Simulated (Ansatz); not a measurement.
HfO2: transverse stress against strain

HfO2 (fluorite, Fm-3m, 10.693 Å³/atom at rest, cube axes along x, y and z) under a strain ε along a cube axis (axis z), the other axes held. PBEsol in Ansatz, a plane-wave DFT program (PAW, default set), 420 eV, 11×11×11 Γ-centred mesh, Fermi-Dirac smearing 0.05 eV; ions are relaxed within the symmetry of each cell. Stress is positive for a compressed cell.

Here s stands for strain and y for stress xx.

| strain (%) | stress xx (GPa) |
|---|---|
| -1.50 | 1.74 |
| -1.00 | 1.14 |
| -0.50 | 0.56 |
| 0.00 | 0.00 |
| 0.50 | -0.53 |
| 1.00 | -1.04 |
| 1.50 | -1.52 |
| 3.00 | ? |

**Question.** Fit y against s with a straight line, and predict the withheld value at s = 3.00.

**Answer.** Means: s 0, y 0.050. About the means, the sum of products is -7.6150 and the sum of squares of s is 7.0000; the slope is their ratio. Least squares gives y = 0.050 - 1.0879·s. Residuals (row less fit): 0.058, 0.002, -0.034, -0.050, -0.036, -0.002, 0.062; standard error 0.049 (degrees of freedom: 5). The slope gives the elastic constant C12 = 109 ± 1.9 GPa. At the withheld row, y = 0.050 - 1.0879 × 3.0 = -3.214 GPa. The calculation gives -2.85 GPa, 0.364 GPa above the prediction (7.9 % of the range of y in the table). The row lies outside the fitted rows, so this is an extrapolation. From the scatter of the fitted rows alone, a prediction at this place has a standard error of 0.077 GPa, so the miss is 4.7 times that.

One order more, fitted to all 13 runs of the series, follows each within 0.01, so the miss is the next term of a smooth law. The primitive cell can neither tilt nor turn polar against its symmetry, as such crystals can under strain. HfO2 is here the high-temperature cubic form, which is unstable at 0 K; the monoclinic form is the stable one. Rows are the converged runs of the series near zero and its far end; series whose fitted rows scatter by over a few per cent of the range, as at a crossing or softening among them, aren't shown in this form. Most that stay on the fit to the last digits aren't either.
